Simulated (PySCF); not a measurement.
PySCF 2.14.0, TPSSH/def2-svpd, df: Ti(OH)2(NH2)(Me) ([CH3][Ti]([NH2])([OH])[OH]), 12 atoms. The geometry is a generated start, not checked to be a minimum at this level.

```
Property                       Value
-------------------  ---------------
task                          energy
method                         tpssh
basis                      def2-svpd
two-electron scheme  density fitting
mol.max_memory               3000 MB
mf.max_cycle                     100
mf.init_guess        minao (default)
mf.DIIS              CDIIS (default)
mf.conv_tol          1e-09 (default)
mf.grids.level           3 (default)
basis functions                  176
grid points                   145744
```

```xyz
12

Ti     0.4756    -0.2212    -0.1513
O      1.3861     0.8171    -1.1605
H      2.0225     1.4206    -1.5495
O      1.0861    -1.1945     1.1128
H      1.5477    -1.7007     1.7795
N     -0.7832    -1.1652    -1.1465
H     -0.9045    -1.0928    -2.1553
H     -1.1935    -2.0484    -0.8414
C     -0.7409     1.1105     0.8817
H     -0.1329     1.7693     1.5139
H     -1.4437     0.5703     1.5259
H     -1.3192     1.7351     0.1908
```

Charge 0 and multiplicity 1 are set for this test and not shown to be the ground state.

One run each on 2 threads, 1 BLAS thread. Values of diis_space tried: 3, 5, 8 (default), 12, 20.

### Question
Predict the course of the Fock builds along this series.

### Answer
Fewest Fock builds, within one of each other: 5 with 15, 8 (default) with 15, 12 with 15, 20 with 15. The count rises to 49 at 3. All converge to one solution.

| diis_space | Fock builds | end |
|---|---|---|
| 3 | 49 | same solution |
| 5 | 15 | same solution |
| 8 (default) | 15 | same solution |
| 12 | 15 | same solution |
| 20 | 15 | same solution |
